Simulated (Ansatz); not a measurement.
Worked example: self-consistent single point of CdHgSe2 (R3m, 4 atoms in the cell) in Ansatz (a first-principles code)

Method of the run: PBEsol, default PAW files made with PBE (plane waves; Ansatz).

The input file:

Ansatz 0.2 input:
```yaml
crystal:
  lattice:
    - [2.170394, 1.253077, 7.081050]
    - [-2.170394, 1.253077, 7.081050]
    - [0.000000, -2.506154, 7.081050]
  atoms:
    - { symbol: Cd, position: [0.502684, 0.502684, 0.502684] }
    - { symbol: Hg, position: [0.999853, 0.999853, 0.999853] }
    - { symbol: Se, position: [0.874203, 0.874203, 0.874203] }
    - { symbol: Se, position: [0.375600, 0.375600, 0.375600] }
basis:
  ecutwfc: 30.9 Ry
kpoints:
  mp_grid: { grid: [5, 5, 5] }
hamiltonian:
  xc: pbesol
  pseudopotentials: { kind: paw }
scf:
  occupations: { method: gaussian, width: 0.0073 Ry }
output:
  forces: true
  eigenvalues: true
  stress: true
```

Output (repeated stretches shortened):

```
WARN ansatz: RAYON_NUM_THREADS=1 ignored (pool sized by the plan → 1); use --threads N
basis.fft_grid_basis auto: the FFT boxes are laid along the combinations [[1, 0, -1], [0, 1, -1], [0, 0, 1]] of the cell's own vectors, 4.341, 4.341 and 7.511 …
Pseudopotentials: kind: paw
Pseudopotential: Cd, paw, valence charge 20
Pseudopotential: Hg, paw, valence charge 20
Pseudopotential: Se, paw, valence charge 16
Crystal: 4 atoms, lattice volume = 115.549 Å³
Basis set: ecut = 420.4159175005146 eV, 2297 PW (Γ), FFT grids on a1−a3, a2−a3, a3, exchange–correlation on 60×60×108 points (8 copies of the dense FFT grid, shifted against one another)
Bands: 44, of which v1, the nominal top of the filled ones, is band 36 counted from 1 (35 counted from 0)
Symmetry: 6 space group operations
Space group: R3m (ITA 160), of the structure as read, at distance tolerance 4.9e-5 Å
k-points: 19 of 125 (time reversal used)
PAW frozen core: Cd, regenerated for the run's functional, and the local potential with it
PAW frozen core: Hg, regenerated for the run's functional, and the local potential with it
PAW frozen core: Se, regenerated for the run's functional, and the local potential with it
Initial density: superposition of atomic densities (neutral atoms: chi_scale 0, normalization atom), corrected by the library's trained network
Initial wavefunctions: pseudopotential atomic-orbital guess
Eigensolver: davidson
Functional: x = pbesol(κ = 0.804, μ = 0.12345679012345678), c = pbesol(β = 0.046)
SCF iter   1: F=—  HF=-32702.004943 eV  |F-HF|=—  |Δ(HF+E_count)|=         —  Δρ=3.74e-3  dr2=2.18e-2  ethr=1.77e-3  ⟨swp⟩=6.3  Hψ=3036  notcnv=0  defer=9
all-band conjugate gradients solve this SCF's bands
preconditioner: auto → Resta (q_TF=auto, 2.521 Å⁻¹)
SCF iter   2: F=—  HF=-32702.000065 eV  |F-HF|=—  |Δ(HF+E_count)|=   4.88e-3  Δρ=1.61e-3  dr2=4.74e-3  ethr=3.02e-5  ⟨swp⟩=2.2  Hψ=1401  notcnv=0  defer=10
SCF iter   3: F=—  HF=-32701.999361 eV  |F-HF|=—  |Δ(HF+E_count)|=   7.05e-4  Δρ=5.25e-4  dr2=5.41e-4  ethr=6.58e-6  ⟨swp⟩=2.0  Hψ=913  notcnv=0  defer=10
SCF iter   4: F=—  HF=-32701.999556 eV  |F-HF|=—  |Δ(HF+E_count)|=   1.96e-4  Δρ=2.12e-4  dr2=7.50e-5  ethr=7.51e-7  ⟨swp⟩=2.0  Hψ=1124  notcnv=0  defer=10
SCF iter   5: F=—  HF=-32701.999670 eV  |F-HF|=—  |Δ(HF+E_count)|=   1.14e-4  Δρ=7.88e-5  dr2=8.45e-6  ethr=1.04e-7  ⟨swp⟩=2.0  Hψ=1219  notcnv=0  defer=10
SCF iter   6: F=—  HF=-32701.999678 eV  |F-HF|=—  |Δ(HF+E_count)|=   7.72e-6  Δρ=2.89e-5  dr2=7.64e-7  ethr=1.17e-8  ⟨swp⟩=2.0  Hψ=1428  notcnv=0  defer=10
SCF iter   7: F=-32701.999679 eV  HF=-32701.999679 eV  |F-HF|=3.42e-8  |Δ(HF+E_count)|=   1.44e-6  Δρ=8.61e-6  dr2=9.15e-8  ethr=1.39e-10  ⟨swp⟩=9.7  Hψ=4002  notcnv=0
SCF 1 converged in 7 iterations: F = -32701.999679 eV  dr2 = 9.15e-8
SCF converged after 7 iterations
Free energy (F): -32701.999679 eV
Harris-Foulkes:  -32701.999679 eV  (|F-HF|=3.42e-8)
Internal energy: -32701.998095 eV  (E = F + TS)
E sigma→0 (E₀):  -32701.998887 eV
Entropy (-TS):   -0.001584 eV (-0.396 meV/atom)
Fermi energy:    7.712235 eV
--- Per-component energies (eV) ---
  E_band       = -1794.465839
  E_kinetic    = 1344.058322
  E_local      = -12289.834778  (includes V_loc(G=0)·N_el)
  E_nonlocal   = -1071.465153
  E_hartree    = 5723.616562
  E_xc         = -599.497512
  E_vxc        = -676.865805  (∫ρ·V_xc dr)
  E_paw        = -17550.473495  (= ΣΔE_a)
  E_vpaw       = -547.592562  (= ΣTr[D̂ρ^β])
  E_aug_tail   = -0.000327  (compensation charges beyond the density's cutoff)
  E_ewald      = -8261.089226
  E_core_change = 2.687512  (= ΣΔE_core)
  E_smearing   = -0.001584  (= −TS)
  E_closure    = -0.000000  (closes the sum)
  Σ components = -32701.999679   (vs F -32701.999679, Δ=0.00e0)
--- Forces (eV/Å), atoms counted from 1 ---
  atom   1  Cd     0.00000000    -0.00000000    -0.24229230
  atom   2  Hg     0.00000000     0.00000000     0.04687938
  atom   3  Se     0.00000000     0.00000000     0.05623890
  atom   4  Se     0.00000000     0.00000000     0.13914803
  max |Σ_I F_I| component: 2.60e-5 eV/Å
--- Stress (GPa, compression-positive) ---
       -0.392917       0.000000       0.000000
        0.000000      -0.392917      -0.000000
        0.000000      -0.000000      -1.125333
  P = ⅓ Tr σ = -0.6371 GPa (-6.371 kbar)
  The stress holds the Pulay correction. Without it, at fixed plane waves, as pw.x and ABINIT print it: P = -0.6626 GPa
--- Band table (eV; the first three rows and the last of 19) ---
  k-point 0: bands = ["-106.5129", "-94.1118", "-55.2119", "-55.2098", "-55.2098", "-54.9246", "-54.9239", "-54.9239", "-39.4829", "-39.4829", "-39.4626", "-39.4626", "-39.4581", "-39.4413", "-39.4341", "-39.4341", "-39.4198", "-39.4198", "-5.2650", [...]
  k-point 1: bands = ["-106.5129", "-94.1118", "-55.2119", "-55.2099", "-55.2098", "-54.9246", "-54.9240", "-54.9239", "-39.4829", "-39.4829", "-39.4627", "-39.4626", "-39.4581", "-39.4413", "-39.4341", "-39.4341", "-39.4198", "-39.4198", "-5.1362", [...]
  k-point 2: bands = ["-106.5129", "-94.1118", "-55.2118", "-55.2100", "-55.2098", "-54.9245", "-54.9242", "-54.9240", "-39.4830", "-39.4829", "-39.4627", "-39.4626", "-39.4580", "-39.4413", "-39.4341", "-39.4340", "-39.4199", "-39.4198", "-4.8916", [...]
  k-point 18: bands = ["-106.5129", "-94.1118", "-55.2119", "-55.2099", "-55.2098", "-54.9245", "-54.9240", "-54.9239", "-39.4829", "-39.4829", "-39.4627", "-39.4626", "-39.4581", "-39.4413", "-39.4341", "-39.4340", "-39.4198", "-39.4198", [...]
```

The run converged in 7 iterations.

The starting cell comes from a database of computed structures (which also holds hypothetical and non-ambient phases and stackings), without a prior relaxation at this level. Its lattice was rescaled by up to half a per cent. One atom was moved a little off its site on purpose. Spin-orbit coupling is off. Ansatz's pressure includes its estimate of the finite-basis (Pulay) stress. The run gives no clean gap (levels at the Fermi energy touch, overlap or are partly filled at this smearing), which alone does not show that the compound is a metal.
